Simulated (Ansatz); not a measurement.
KTaO3 (Pm-3m), r2SCAN, rigid bands in Ansatz (a first-principles code): Condition of this run: functional r2SCAN on the same cell. band gap 2.64 eV, N_c = 6.14e19 cm⁻³ and N_v = 5.43e20 cm⁻³ at 300 K, conductivity masses of 0.455 mₑ (electrons) and 1.99 mₑ (holes). Take k_BT = 0.02585 eV.

Question: A film of it is 8 nm thick. Estimate the confinement energies in an infinite well.

Answer: ħ²π²/(2m t²) = 0.376 eV·nm²/(m/mₑ × t²) gives 12.9 meV for electrons and 2.95 meV for holes, so the gap would widen to about 2.66 eV. Finite barriers and nonparabolic bands lower this, and with several valleys or bands the heaviest mass along the normal sets the lowest level, not this average.

Question: What thermal injection velocity √(2k_BT/πm) limits a ballistic channel?

Answer: 7.98e6 cm/s for electrons and 3.81e6 cm/s for holes, a ratio of √(m_h/m_e) = 2.09, for dilute carriers.

Question: Find the intrinsic carrier density and the intrinsic Fermi level.

Answer: n_i = √(N_c N_v) exp(−E_g/2k_BT) = 1.83e20 × exp(−51.06) = 1.2e-2 cm⁻³. The level lies (k_BT/2) ln(N_v/N_c) = 28 meV from mid-gap (positive towards the conduction band). Each 0.1 eV added to the gap lowers n_i by a factor of 6.9.

Rigid, parabolic bands with the computed gap; masses take one relaxation time for all states. Spin-orbit coupling is left out; with 5d elements it also splits d-like band edges. Geometry: cell and atoms relaxed with PBEsol.
